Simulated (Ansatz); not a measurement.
The parent structure is VSb in the zinc blende structure (space group F-43m, No. 216; a = 6.179 Å; ferromagnetic; a hypothetical phase, not in the database extracts checked).

(Cell as relaxed with PBE.)

Levels (all Ansatz, a quantum-chemistry and plane-wave program, PAW): PBE (420 eV, scalar-relativistic without spin-orbit coupling); r2SCAN (500 eV, no spin-orbit coupling).

Each level relaxes its own structure.

```json
[
 {"quantity": "volume per atom", "PBE": "29.49 Å³", "r2SCAN": "?"},
 {"quantity": "lattice parameter a", "PBE": "6.179 Å", "r2SCAN": "?"},
 {"quantity": "band gap", "PBE": "zero", "r2SCAN": "?"},
 {"quantity": "magnetic state", "PBE": "ferromagnetic", "r2SCAN": "?"},
 {"quantity": "largest site moment", "PBE": "1.97 μB", "r2SCAN": "?"}
]
```

Q: What does r2SCAN give?

A: 
- volume per atom, r2SCAN: 29.91 Å³
- lattice parameter a, r2SCAN: 6.208 Å
- band gap, r2SCAN: zero
- magnetic state, r2SCAN: ferromagnetic
- largest site moment, r2SCAN: 2.12 μB

PBE's volume per atom lies 0.426 Å³ below r2SCAN's (1.4 %); PBE's lattice parameter a lies 0.0296 Å below r2SCAN's (0.5 %); PBE's largest site moment lies 0.15 μB below r2SCAN's; the two agree on the band gap and magnetic state. Neither level is exact; r2SCAN is the comparison here, not a measurement.

The magnetic state is the one reached from the starting moments; the real material's order can differ, and small cells can't hold many antiferromagnetic ones. With Sb present, leaving out spin-orbit coupling can change the band edges. Whether these cells are dynamically stable was not tested. Gaps under 0.05 eV, about the width of the smearing, are given as zero.
